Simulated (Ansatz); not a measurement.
# A computed series for CdSe: pressure series

Take CdSe in the wurtzite structure (space group P6_3mc, No. 186; a = 4.3400 Å, c = 7.0780 Å) as the base.

Cell and atoms are relaxed at each pressure.

Method: r2SCAN (Ansatz, a first-principles code), spin-orbit coupling left out.

```csv
P (GPa),V (Å³/atom)
-2.01,30.138
-1.01,29.466
0.30,28.701
0.70,28.488
1.49,28.091
2.99,27.408
4.99,26.623
7.49,25.785
10.00,25.060
```

Problem. Fit a third-order Birch–Murnaghan equation of state.

Solution. Least squares on P(V) = (3B₀/2)[(V₀/V)^(7/3) − (V₀/V)^(5/3)]·[1 + (3/4)(B₀′ − 4)((V₀/V)^(2/3) − 1)] gives V₀ = 28.87 Å³/atom, B₀ = 51 GPa and B₀′ = 4.5.

Measured bulk modulus of CdSe: 53.4 GPa (temperature not stated; as listed in Michael Grünwald et al., The Journal of Chemical Physics (2012)); the computed value is for a static lattice, so the two differ by thermal effects too.

Between the base and pressure 5 GPa the gap moves from 1.11 eV to 1.29 eV, a mean slope of 37 meV/GPa.

Load acts through the strain it causes; cell and atoms are relaxed under it. Whether these cells are dynamically stable was not tested. Measured, CdSe leaves this structure (for rock salt) near 2.72 GPa (temperature not stated; as listed in Datta, Sujoy, Jana, Debnarayan, arXiv (2020)), on rising pressure, with hysteresis.
